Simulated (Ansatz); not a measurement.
Consider InAs in the zinc blende structure (space group F-43m, No. 216; a = 6.109 Å). Axes: x, y, z lie along the cube axes.

Calculations: r2SCAN (Ansatz, a first-principles code, PAW, no spin-orbit coupling).

For the base:

* **Valence-band top at Γ**: 0.00, 0.00, 0.00 eV
* **Valley order**: Γ 0.08 eV; L along ⟨111⟩ 1.25 eV

Now apply this change: uniaxial strain ε_yy = −3.42 %, all other strain components held at zero, atoms relaxed at fixed cell.

**Question.** What happens to the energy relative to the base, stress, valence-band top at Γ and valley order?

**Answer.** The energy increases by 8.8 meV/atom; the stress (xx, yy, zz, yz, xz, xy; compression positive) is (1.74, 2.92, 1.74, 0.00, 0.00, 0.00) GPa; the valence-band top at Γ (three highest levels, from the VBM) goes from 0.00, 0.00, 0.00 eV to 0.00, -0.17, -0.17 eV; the valley order (the lowest conduction-band minima on the path, energy above the VBM, named in the base's zone) becomes Γ 0.16 eV; L along [1-11] 1.21 eV; X along [010] 1.60 eV (base: Γ 0.08 eV; L along ⟨111⟩ 1.25 eV).

The levels and masses belong to the bands next to the band gap. Stability against distortions was not tested.
